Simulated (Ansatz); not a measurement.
Base system: GaN in the wurtzite structure (space group P6_3mc, No. 186; a = 3.1518 Å, c = 5.1383 Å). Axes: x lies along a and z along c of the hexagonal cell.

Perturbation: uniaxial strain ε_zz = +3.00 %, all other strain components held at zero; the atoms relax in the strained cell.

The values are results of LDA, PAW, 420 eV (Ansatz, an electronic-structure program; scalar-relativistic without spin-orbit coupling), not measurements.

Base, band edges from the VBM (valence, conduction): K -2.87, 4.99; H -1.56, 6.49; M -1.05, 5.00; L -1.99, 4.39; A -0.56, 4.39; Γ 0.00, 2.13 eV.

Q: Give the band edges at the high-symmetry points of the new zone, measured from its valence-band maximum.

A: 
```csv
point,valence edge (eV),conduction edge (eV)
Γ,0.00,1.80
M,-1.05,5.07
K,-2.89,4.75
A,-0.49,4.24
L,-1.94,4.14
H,-1.70,6.03
```

The gap is 1.80 eV, direct at Γ.

Stability against distortions was not tested.
